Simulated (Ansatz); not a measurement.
We consider InSbO4 (model structure, started from the BPO4 type, I-4, No. 82, 6 atoms in the cell), described by PBE in Ansatz (plane waves, PAW).

Run with plane-wave cutoff 520 eV, 8×8×8 k mesh, Fermi–Dirac smearing 0.01 eV, scalar-relativistic PAW data made under PBE.

Cell (relaxed with PBEsol):

```
CELL_PARAMETERS angstrom
     -2.92947     2.92947     3.88285
      2.92947    -2.92947     3.88285
      2.92947     2.92947    -3.88285
ATOMIC_POSITIONS crystal
  In 0.25000 0.75000 0.50000
  Sb 0.00000 0.00000 0.00000
  O  0.27573 0.35726 0.37841
  O  0.64274 0.02115 0.91847
  O  0.97885 0.89732 0.62159
  O  0.10268 0.72427 0.08153
```

Predict the band gap and smallest direct gap on the k points sampled.


* **band gap**: 2.36 eV
* **smallest direct gap on the k points sampled**: 2.41 eV

Note: the relaxation could raise the start's symmetry but not lower it, so the cell can be a saddle point; cell and atoms aren't relaxed at this level (largest force component 0.26 eV/Å, pressure 2.4 GPa).

Spin–orbit coupling is not included.

Computed values are for the static lattice.

A model structure was made by putting elements into a prototype or built by hand; it is no filed structure, need not be a known phase, and can be a saddle point held by its symmetry.

Ansatz is an electronic-structure program.
